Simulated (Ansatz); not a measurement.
Start from Al in the fcc (Cu type) structure (space group Fm-3m, No. 225; a = 3.994 Å; relaxed with 0.1 eV smearing). Axes: x, y, z lie along the cube axes.

The values are results of Kohn–Sham DFT with the r2SCAN functional, run in Ansatz (a quantum-chemistry and plane-wave program) with PAW and 500 eV plane waves, scalar-relativistic without spin-orbit coupling, not measurements.

For the base:

* **Pressure**: 0.0 GPa

Perturbation: compressive biaxial strain of 2.08 % in the plane normal to [111], as in epitaxy on a mismatched substrate; the out-of-plane cell vector and the atoms relax.

What does the calculation give for the ratio −ε⊥/ε∥ after the change?

The ratio −ε⊥/ε∥ amounts to 0.84.

What does the calculation give for the pressure after the change?

The pressure (mean of the normal stresses, compression positive) goes from zero to 2.6 GPa.

Whether these cells are dynamically stable was not tested.
